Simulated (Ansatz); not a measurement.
Base system: Al2O3 in the corundum structure (space group R-3c, No. 167; a = 4.774 Å, c = 13.015 Å (hexagonal axes)). Axes: x lies along a and z along c of the hexagonal cell.

Computed with PBEsol in Ansatz (plane waves to 420 eV, PAW, scalar-relativistic without spin-orbit coupling).

Strains are applied to the cell and any free atomic positions relax.

One change was made to it. Results:

The energy increases by 0.7 meV/atom; the band gap shrinks by 0.12 eV to 5.91 eV; the pressure (mean of the normal stresses, compression positive) goes from zero to -1.81 GPa; the valence-band top at Γ (three highest levels, from the VBM) changes from 0.00, -0.04, -0.04 eV to 0.00, -0.05, -0.09 eV.

### Question
Which of these changes matches the shifts?
A. uniaxial strain ε_xx = +3.00 %
B. uniaxial strain ε_xx = +1.50 %
C. uniaxial strain ε_xx = +0.75 %

### Answer
C, uniaxial strain ε_xx = +0.75 %. For comparison, the band gap in the other runs: uniaxial strain ε_xx = +3.00 % gives 5.54 eV; uniaxial strain ε_xx = +1.50 % gives 5.79 eV.

Stability against distortions was not tested.

Ansatz is a program for electronic structure.
